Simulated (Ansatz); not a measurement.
Band structure of TiGe2 (Fddd, 6 atoms in the cell).

```yaml
crystal:
  lattice:
    - [0.00000, 4.29700, 4.43200]
    - [2.51500, 0.00000, 4.43200]
    - [2.51500, 4.29700, 0.00000]
  atoms:
    - { symbol: Ti, position: [0.00000, 0.00000, 0.00000] }
    - { symbol: Ti, position: [0.25000, 0.25000, 0.25000] }
    - { symbol: Ge, position: [0.66700, 0.66700, 0.33300] }
    - { symbol: Ge, position: [0.33300, 0.33300, 0.66700] }
    - { symbol: Ge, position: [0.58300, 0.58300, 0.91700] }
    - { symbol: Ge, position: [0.91700, 0.91700, 0.58300] }
```

Level of theory: PBEsol with spin-orbit coupling, default PAW files made with PBE (plane waves; Ansatz, an electronic-structure program).

Settings: basis.ecutwfc = 420 eV; kpoints.mp_grid.grid = 6 6 6; hamiltonian.xc = pbesol; hamiltonian.pseudopotentials = {kind: paw} (the program's default PAW files); magnetization.noncollinear = true; magnetization.spin_orbit = true; scf.occupations.method = gaussian; scf.occupations.width = 0.05 eV; kpoints.band_path.npoints = 10.

The starting cell comes from a database of published, mostly measured structures (it also holds non-ambient and calculated ones), without a prior relaxation at this level.

Levels in eV from the Fermi level, bands 77 to 84:
```csv
point,77,78,79,80,81,82,83,84
Γ,-1.78,-1.78,-1.59,-1.59,-0.94,-0.94,1.66,1.66
Y,-0.86,-0.86,-0.86,-0.86,1.04,1.04,1.04,1.04
T,-0.77,-0.77,-0.77,-0.77,0.90,0.90,0.90,0.90
Z,-0.99,-0.99,-0.99,-0.99,0.88,0.88,0.88,0.88
X,-0.05,-0.05,0.00,0.00,0.72,0.72,0.95,0.95
A1,-1.36,-1.36,-1.35,-1.35,0.81,0.81,0.84,0.84
```

Bands cross the Fermi level along this path, so the cell is metallic at this level.

The net moment of the cell came out as 0.00 μB.

Keys are those of Ansatz 0.2.
